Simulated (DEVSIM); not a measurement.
System: abrupt GaAs p-n junction, at 350 K.

Layer 1 from the left is GaAs, thickness (μm) 0.900, Na (cm⁻³) 4.6e16, τn (s) 7.6e-9, τp (s) 7.6e-9. Layer 2 from the left is GaAs, thickness (μm) 20.0, Nd (cm⁻³) 7.2e15, τn (s) 7.6e-9, τp (s) 7.6e-9.

Left contact: ohmic. Right contact: ohmic. Voltage is applied to the left contact. Recombination: SRH at mid-gap, radiative. Mobility is μmin + (μ − μmin)/(1 + (N/Nref)^α).

Constants are typed, rounded textbook-type inputs, not results; the design itself was drawn at random and stands for no fabricated device. Values at 300 K; Nc and Nv go as T^1.5, mobilities as T to minus their exponent, the gap by Varshni's rule with the affinity fixed.

GaAs: gap (eV) 1.424, affinity (eV) 4.07, permittivity 12.9, Nc (cm⁻³) 4.7e17, Nv (cm⁻³) 9e18, μn (cm²/Vs) 8500, μp (cm²/Vs) 400, μn,min 500, μp,min 20, Nref,n 6e16, Nref,p 1.5e17, αn 0.39, αp 0.38, T exponent of μn 2.1, T exponent of μp 2.2, B (cm³/s) 2e-10, Varshni α (eV/K) 0.000541, Varshni β (K) 204.

Simulated with DEVSIM: 1D drift-diffusion, Boltzmann statistics, complete ionisation; no tunnelling, impact ionisation, image-force lowering or self-heating.

Dark forward current:

| |V| (V) | |J| (A/cm²) |
|---|---|
| 0.05 | 1.018e-8 |
| 0.10 | 3.223e-8 |
| 0.15 | 8.328e-8 |
| 0.20 | 2.038e-7 |
| 0.25 | 4.900e-7 |
| 0.30 | 1.173e-6 |
| 0.35 | 2.816e-6 |
| 0.40 | 6.810e-6 |
| 0.45 | 1.673e-5 |
| 0.50 | 4.229e-5 |
| 0.55 | 0.0001127 |
| 0.60 | 0.0003279 |
| 0.65 | 0.001080 |
| 0.70 | 0.004097 |
| 0.75 | 0.01759 |
| 0.80 | 0.08230 |
| 0.85 | 0.4039 |
| 0.90 | 2.003 |
| 0.95 | 9.331 |
| 1.00 | 34.68 |
| 1.05 | 89.96 |
| 1.10 | 173.0 |
| 1.15 | 276.3 |
| 1.20 | 395.1 |
| 1.25 | 526.7 |
| 1.30 | 669.9 |

### Question
Work out the local ideality factor n = ΔV / (kT/q · ln(J2/J1)) between the rows 0.15 and 0.20 V, 0.85 and 0.90 V, 1.25 and 1.30 V.

### Answer
kT/q = 30.16 mV. From 0.15 to 0.20 V: ln(2.038e-7/8.328e-8) = 0.895, n = 1.85, near the 2 of recombination in the depletion region. From 0.85 to 0.90 V: ln(2.003/0.4039) = 1.601, n = 1.04, near the 1 of diffusion or emission over a barrier. From 1.25 to 1.30 V: ln(669.9/526.7) = 0.240, n = 6.89.

### Question
Estimate the current at 0.85 V from the Shockley equation with J0 = Σ q ni² D/(N L) coth(W/L), τ joining the SRH, radiative and Auger lifetimes that are on, and W taken as the whole layer.

### Answer
ni² = 4.50e16 cm⁻⁶; electrons in the p layer: μ = 3410 cm²/Vs, D = 103 cm²/s, τ = 7.10e-9 s, L = 8.54 μm, W/L = 0.11, term 1.80e-13 A/cm²; holes in the n layer: μ = 220 cm²/Vs, D = 6.64 cm²/s, τ = 7.52e-9 s, L = 2.23 μm, W/L = 9.0, term 2.98e-14 A/cm². J0 = 2.09e-13 A/cm², and J = J0 exp(qV/kT) = 0.364 A/cm². The simulation gives 0.404 A/cm²; the estimate lies 10.0 % below. The estimate leaves out recombination in the depletion region and that region's share of W.
